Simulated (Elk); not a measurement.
Worked example: self-consistent single point of Nb6SnGe (Pm-3, 8 atoms in the cell) in Elk.

Method: LDA (PW92), all-electron FP-LAPW, Elk's shipped species files, APW+lo basis with extra local orbitals (Elk).

```
CELL_PARAMETERS angstrom
      5.25768     0.00000     0.00000
      0.00000     5.25768     0.00000
      0.00000     0.00000     5.25768
ATOMIC_POSITIONS crystal
  Nb 0.00000 0.50000 0.74219
  Nb 0.00000 0.50000 0.25781
  Nb 0.74219 0.00000 0.50000
  Nb 0.25781 0.00000 0.50000
  Nb 0.50000 0.74219 0.00000
  Nb 0.50000 0.25781 0.00000
  Sn 0.00000 0.00000 0.00000
  Ge 0.50000 0.50000 0.50000
```

Reference input (self-consistent single point, DFT, PBEsol, all-electron FP-LAPW, Elk's shipped species files, APW+lo basis with extra local orbitals): xctype = 22; rgkmax = 7.5; stype = 0; swidth = 0.00367493 Ha; ngridk = 4 4 4; gmaxvr = 14 1/bohr; nxlo = 2; lorbcnd = true; rmtscf = 0.87; lmaxi = 2. This run's input differs from it in these lines:

```diff
@@ -4,3 +4,3 @@
 xctype
-  22
+  3
```

Output (repeated stretches shortened):

```
│ Self-consistent loop started │
│ Loop number : 1 │
 total energy                :     -31162.4589042
│ Loop number : 2 │
 total energy                :     -31163.0711218
RMS change in Kohn-Sham potential (target) :   0.1064064835     (  0.1000000000E-05)
Absolute change in total energy (target)   :   0.6122176186     (  0.1000000000E-03)
│ Loop number : 3 │
 total energy                :     -31166.2798988
RMS change in Kohn-Sham potential (target) :   0.8869321436E-01 (  0.1000000000E-05)
Absolute change in total energy (target)   :    3.361831406     (  0.1000000000E-03)
│ Loop number : 4 │
   [... lines left out ...]
Absolute change in total energy (target)   :   0.6331471923E-03 (  0.1000000000E-03)
│ Loop number : 15 │
 total energy                :     -31168.6836165
RMS change in Kohn-Sham potential (target) :   0.5004846334E-07 (  0.1000000000E-05)
Absolute change in total energy (target)   :   0.2212912150E-03 (  0.1000000000E-03)
│ Loop number : 16 │
 total energy                :     -31168.6836184
RMS change in Kohn-Sham potential (target) :   0.2291779455E-07 (  0.1000000000E-05)
Absolute change in total energy (target)   :   0.5716347732E-04 (  0.1000000000E-03)
Convergence targets achieved

│ Loop number : 17 │

Energies :
 Fermi                       :     0.428568219703
 total energy                :     -31168.6836203

Density of states at Fermi energy :    177.9563359
 (states/Hartree/unit cell)

Estimated indirect band gap :   0.1557765414E-02
 from k-point      2 to k-point      7
Estimated direct band gap   :   0.1923988959E-02
 at k-point      2

Charges :
 core                        :    216.0000000
 valence                     :    112.0000000
 interstitial                :    21.00789277
 muffin-tins (core leakage)
  species :    1 (Nb)
   atom    1                 :    38.29778910     (  0.1211451750E-04)
   atom    2                 :    38.29778910     (  0.1211451750E-04)
   atom    3                 :    38.29778910     (  0.1211451750E-04)
   [... lines left out ...]
  species :    2 (Sn)
   atom    1                 :    47.43980753     (  0.5122995775E-03)
  species :    3 (Ge)
   atom    1                 :    29.76556511     (  0.1995222830E-02)
 total in muffin-tins        :    306.9921072
 total calculated charge     :    328.0196649
 total charge                :    328.0000000
 error                       :   0.1966488838E-01

│ Self-consistent loop stopped │
```

The run converged in 17 iterations. The count includes the last loop, which Elk runs after its targets are met. 

The starting cell comes from a database of computed structures (which also holds hypothetical and non-ambient phases and stackings), without a prior relaxation at this level. Spin polarisation is off. Values depend on the basis (sphere radii, cutoffs, local orbitals), which need not be converged. The log's line on a gap gives a spacing of levels on this mesh, which the program prints for metals too.

Cost on one core of a shared machine: roughly 70 s.
